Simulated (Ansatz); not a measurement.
## Ga2O3 under a change: uniaxial stress, 0.5 GPa tension along x

Base system: Ga$_{2}$O$_{3}$ in the corundum structure (space group R-3c, No. 167; a = 5.000 Å, c = 13.449 Å (hexagonal axes)). Axes: x lies along a and z along c of the hexagonal cell.

It is then changed as follows: uniaxial stress, 0.5 GPa tension along x; all other stress components relax to zero.

The values are results of plane-wave PAW DFT at the PBEsol level (Ansatz, a program for electronic structure, 420 eV), no spin-orbit coupling, not measurements. Γ-centred 8×8×8 mesh, Fermi–Dirac width 0.05 eV.

The volume per atom is still 9.71 Å³ and the space group changes from R-3c (No. 167) to C2/c (No. 15). The shortest interatomic distance is still 1.931 Å and the energy hardly moves. The band gap shrinks by 0.01 eV to 2.69 eV and the gap character amounts to indirect, Γ–C (50 % along) → Γ. The smallest direct gap decreases by 0.01 eV, from 2.95 eV to 2.94 eV and the electron mass is still 0.22 mₑ (at Γ). The strain response (xx, yy, zz) amounts to (+0.18, −0.07, −0.04) %.

Cost of the whole job for the changed cell (relaxation, final SCF and bands): around 3 core-minutes (rough).

Effective masses come from finite differences of ±0.01 Å⁻¹. Stability under load was not tested beyond the relaxation. Labels are those of the standard path for the cell's own space group.
